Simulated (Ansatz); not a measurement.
**CsCl-type PdIn**

These are r²SCAN in Ansatz (PAW) values and carry that method's errors.

Run with plane-wave cutoff 600 eV, 12×12×12 k mesh, Fermi–Dirac smearing 0.1 eV, finite displacements, scalar-relativistic PAW data made under PBE.

Cell: relaxed at this level.

```
Item                Value
---------------  --------
TO(Γ) frequency  139 cm⁻¹
```

Spin–orbit coupling is not included.

The result took around 19 core-minutes (rough).

Ansatz is a first-principles code.
